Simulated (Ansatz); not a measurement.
Zr under a change: biaxial strain +2.00 %, plane normal [001], relaxed out of plane

Start from Zr in the hcp (Mg type) structure (space group P6_3/mmc, No. 194; a = 3.244 Å, c = 5.158 Å; relaxed with 0.1 eV smearing). Axes: x lies along a and z along c of the hexagonal cell.

Now apply this change: biaxial strain +2.00 %, plane normal [001], relaxed out of plane (Cartesian); in-plane vectors clamped, the third vector and the atoms free.

All numbers come from plane-wave PAW DFT at the r2SCAN level (Ansatz, a program for electronic structure, 500 eV), no spin-orbit coupling. k-mesh 20×20×11 (Γ-centred); smearing 0.1 eV (Fermi–Dirac).

```json
[
 {"quantity": "volume per atom", "base": "23.51 Å³", "changed": "24.11 Å³", "shift": "+0.60 Å³"},
 {"quantity": "shortest interatomic distance", "base": "3.187 Å", "changed": "3.180 Å", "shift": "-0.007 Å"},
 {"quantity": "pressure (mean of the normal stresses, compression positive)", "base": "0.0 GPa", "changed": "-2.2 GPa", "shift": "-2.2 GPa"},
 {"quantity": "band gap", "base": "zero", "changed": "zero", "shift": "–"},
 {"quantity": "out-of-plane strain", "base": "–", "changed": "-1.42 %", "shift": "–"},
 {"quantity": "mean in-plane stress (compression positive)", "base": "–", "changed": "-3.3 GPa", "shift": "–"}
]
```

Final structure (turned so that z lies along the plane normal):

```
Zr
1.0
    3.30920     0.00000     0.00000
    1.65460     2.86585     0.00000
    0.00000     0.00000     5.08461
Zr
2
Direct
  0.66667   0.66667   0.75000
  0.33333   0.33333   0.25000
```

Stability against distortions was not tested. The final runs are not spin-polarised.
